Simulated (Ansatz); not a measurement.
## Pressure series in CuI

Base system: CuI in the zinc blende structure (space group F-43m, No. 216).

```
CELL_PARAMETERS angstrom
      0.00000     3.03967     3.03967
      3.03967     0.00000     3.03967
      3.03967     3.03967     0.00000
ATOMIC_POSITIONS crystal
  I  0.75000 0.75000 0.75000
  Cu 0.00000 0.00000 0.00000
```

Cell and atoms are relaxed at each pressure.

Calculations: PBE (Ansatz, a quantum-chemistry and plane-wave program; PAW; 420 eV plane waves; no spin-orbit coupling).

Notes on the quantities. hole mass: degenerate bands, along [100].

| change | gap character | hole mass | lattice parameter a |
|---|---|---|---|
| base | direct at Γ | 0.22, 0.75, 0.75 mₑ (at Γ) | 6.079 Å |
| pressure −2 GPa | direct at Γ | 0.22, 0.85, 0.85 mₑ (at Γ) | 6.202 Å |
| pressure −1 GPa | direct at Γ | 0.22, 0.79, 0.79 mₑ (at Γ) | 6.135 Å |
| pressure 0.9 GPa | direct at Γ | 0.22, 0.71, 0.71 mₑ (at Γ) | 6.035 Å |
| pressure 2.1 GPa | direct at Γ | 0.22, 0.67, 0.67 mₑ (at Γ) | 5.983 Å |
| pressure 4.5 GPa | direct at Γ | 0.22, 0.62, 0.62 mₑ (at Γ) | 5.897 Å |
| pressure 9 GPa | direct at Γ | 0.22, 0.54, 0.54 mₑ (at Γ) | 5.774 Å |
| pressure 15 GPa | direct at Γ | 0.22, 0.48, 0.48 mₑ (at Γ) | 5.653 Å |
| pressure 22.5 GPa | direct at Γ | 0.22, 0.42, 0.42 mₑ (at Γ) | 5.539 Å |
| pressure 30 GPa | indirect, Γ → X | 0.22, 0.37, 0.37 mₑ (at Γ) | 5.450 Å |

Spin-orbit coupling, missing from the scalar runs, can matter with I. Load acts through the strain it causes; cell and atoms are relaxed under it. Effective masses come from finite differences of ±0.01 Å⁻¹. Stability against distortions was not tested. Tetrahedral semiconductors of this kind turn to denser phases somewhere between about 1 and 50 GPa; those were not computed, so compressed cells here can lie past the real transition. The final runs are not spin-polarised.
